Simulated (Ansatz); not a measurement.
What uniaxial strain ε_xx = +0.61 % does to BaPbO3

The parent structure is BaPbO3 (space group Imma, No. 74; a = 6.0219 Å, b = 8.5138 Å, c = 6.1116 Å). Axes: x, y, z lie along a, b, c of the conventional cell.

The change: the cell is stretched by 0.61 % along x with no lateral relaxation; the atoms relax in the strained cell.

Computed with PBEsol (Ansatz, an electronic-structure program; PAW; 420 eV plane waves; no spin-orbit coupling). Γ-centred 8×8×8 mesh, Fermi–Dirac width 0.05 eV.

Volume per atom: 15.76 Å³ (base 15.67 Å³)
Space group: Imma (No. 74) (base Imma (No. 74))
Shortest interatomic distance: 217.6 pm (base 217.6 pm)
Energy relative to the base (free energy F): +0.4 meV/atom
Pressure (mean of the normal stresses, compression positive): -0.67 GPa (base 0.00 GPa)
Band gap: 0.26 eV (base 0.27 eV)
Gap character: indirect, R → Γ (base indirect, R → Γ)
Width of the top valence band: 0.38 eV (base 0.39 eV)
Electron mass: 0.62 mₑ along x, 0.97 mₑ along y, 0.48 mₑ along z (at Γ) (base 0.51 mₑ along a, 0.81 mₑ along b, 0.45 mₑ along c (at Γ))
Stress (xx, yy, zz, yz, xz, xy; compression positive): (-1.15, -0.37, -0.48, 0.00, 0.00, 0.00) GPa

Spin-orbit coupling, missing from the scalar runs, can matter with Pb. Effective masses come from finite differences of ±0.01 Å⁻¹. Stability against distortions was not tested. A zero or small gap of BaPbO3 can be the functional's error rather than a property of the material.
